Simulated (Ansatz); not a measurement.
GaN under a change: Ga → Al

Consider GaN in the wurtzite structure (space group P6_3mc, No. 186; a = 3.218 Å, c = 5.243 Å).

Modification: every Ga is replaced by Al, then cell and atoms are relaxed.

All numbers come from DFT with PBE, PAW potentials and a 420 eV plane-wave cutoff in Ansatz (an electronic-structure program), scalar-relativistic without spin-orbit coupling. Settings: 12×12×7 k-points, 0.05 eV Fermi–Dirac smearing, for the changed cell.

Volume per atom: 10.65 Å³ (base 11.76 Å³)
Density: 3.20 g/cm³ (base 5.91 g/cm³)
Lattice parameter a: 3.130 Å (base 3.218 Å)
c/a ratio: 1.603 (base 1.629)
Space group: P6_3mc (No. 186) (base P6_3mc (No. 186))
Shortest interatomic distance: 1.903 Å (base 1.967 Å)
Band gap: 4.03 eV (base 1.71 eV)
Gap character: direct at Γ (base direct at Γ)
Width of the top valence band: 2.34 eV (base 2.67 eV)
Valence-band top at Γ (three highest levels, from the VBM): 0.00, -0.20, -0.20 eV (base 0.00, 0.00, -0.04 eV)

Final structure:

```
AlN
1.0
    3.13027     0.00000     0.00000
   -1.56513     2.71089     0.00000
    0.00000     0.00000     5.01807
Al N
2 2
Direct
  0.66667   0.33333   0.00337
  0.33333   0.66667   0.50337
  0.66667   0.33333   0.62183
  0.33333   0.66667   0.12183
```

Whether these cells are dynamically stable was not tested.
